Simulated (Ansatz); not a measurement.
Consider SiC in the wurtzite structure (space group P6_3mc, No. 186; a = 3.0755 Å, c = 5.0486 Å). Axes: x lies along a and z along c of the hexagonal cell.

Computed with DFT with r2SCAN, PAW potentials and a 500 eV plane-wave cutoff in Ansatz (a first-principles code), without spin-orbit coupling, earlier PAW set.

Base values:

The gap character is indirect, Γ → K. The valence-band top at Γ is 0.00, 0.00, -0.11 eV.

One thing is altered: tensile biaxial strain of 3.46 % in the plane normal to [001], as in epitaxy on a mismatched substrate; the out-of-plane cell vector and the atoms relax.

Task: What does the calculation give for the gap character after the change?

Result: The gap character goes from indirect, Γ → K to indirect, Γ → M.

Task: What does the calculation give for the out-of-plane strain after the change?

Result: The out-of-plane strain amounts to -0.54 %.

Task: How does this affect the valence-band top at Γ?

Result: The valence-band top at Γ (three highest levels, from the VBM) becomes 0.00, -0.17, -0.17 eV (base: 0.00, 0.00, -0.11 eV).

Whether these cells are dynamically stable was not tested.
